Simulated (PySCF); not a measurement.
PySCF 2.14.0, PBE0/def2-svp, df: Be(Cl)(NH2) ([NH2][Be][Cl]), 5 atoms. The geometry is a generated start, not checked to be a minimum at this level.

| Property | Result |
|---|---|
| task | energy |
| method | pbe0 |
| basis | def2-svp |
| two-electron scheme | density fitting |
| mol.max_memory | 3000 MB |
| mf.max_cycle | 100 |
| mf.init_guess | minao (default) |
| mf.DIIS | CDIIS (default) |
| mf.diis_space | 8 (default) |
| mf.conv_tol | 1e-09 (default) |
| mf.grids.level | 3 (default) |
| basis functions | 51 |
| grid points | 66120 |

```xyz
5

Be     0.4097     0.4486    -0.5105
Cl     1.2921     1.4005    -1.7247
N     -0.3609    -0.3823     0.4821
H     -0.6987    -1.3200     0.3321
H     -0.6422    -0.1468     1.4210
```

One run each on 2 threads, 1 BLAS thread. Values of level_shift (Hartree) tried: 0 (default), 0.1, 0.3, 1.

Q: How does the count of Fock builds change with level_shift (Hartree), and where is it least?

A: Fewest Fock builds, within one of each other: 0 (default) with 11, 0.1 with 11. The count rises to 34 at 1. All converge to one solution.

```
level_shift (Hartree)  Fock builds            end
---------------------  -----------  -------------
0 (default)                     11  same solution
0.1                             11  same solution
0.3                             15  same solution
1                               34  same solution
```
